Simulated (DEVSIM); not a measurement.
System: Schottky contact on n-type In0.53Ga0.47As, at 300 K.

```tsv
layer (left to right)	material	thickness (μm)	Nd (cm⁻³)	τn (s)	τp (s)
1	In0.53Ga0.47As	0.760	3.5e15	2e-9	2e-9
```

Left contact: Schottky, work function 4.81 eV, emission velocity 9.3e6 cm/s. Right contact: ohmic. Voltage is applied to the left contact. Recombination: SRH at mid-gap, radiative. Mobility is μmin + (μ − μmin)/(1 + (N/Nref)^α).

Constants are typed, rounded textbook-type inputs, not results; the design itself was drawn at random and stands for no fabricated device. Values at 300 K; Nc and Nv go as T^1.5, mobilities as T to minus their exponent, the gap by Varshni's rule with the affinity fixed.

```
parameter         In0.53Ga0.47As
----------------  --------------
gap (eV)                    0.74
affinity (eV)               4.51
permittivity                13.9
Nc (cm⁻³)                 2.1e17
Nv (cm⁻³)                 7.7e18
μn (cm²/Vs)                12000
μp (cm²/Vs)                  300
μn,min                       300
μp,min                        10
Nref,n                    1.3e17
Nref,p                    4.9e17
αn                          0.48
αp                           0.4
T exponent of μn             1.6
T exponent of μp             1.6
B (cm³/s)                9.6e-11
Varshni α (eV/K)         0.00035
Varshni β (K)                190
```

DEVSIM, 1D drift-diffusion, Boltzmann statistics, complete ionisation; no tunnelling, impact ionisation, image-force lowering or self-heating. Metal contacts follow the ideal Schottky-Mott rule: no Fermi-level pinning, no interface dipoles.

The temperature was swept, all else fixed.

```csv
temperature (K),potential step across the device at zero bias (V),largest field in the device at zero bias (V/cm)
250,0.218,13000
300,0.194,12000
350,0.170,11000
400,0.144,…
450,0.118,8900
500,0.094,8600
```

**Question.** Complete the blanks.

**Answer.** 
- 400, largest field in the device at zero bias (V/cm): 10000
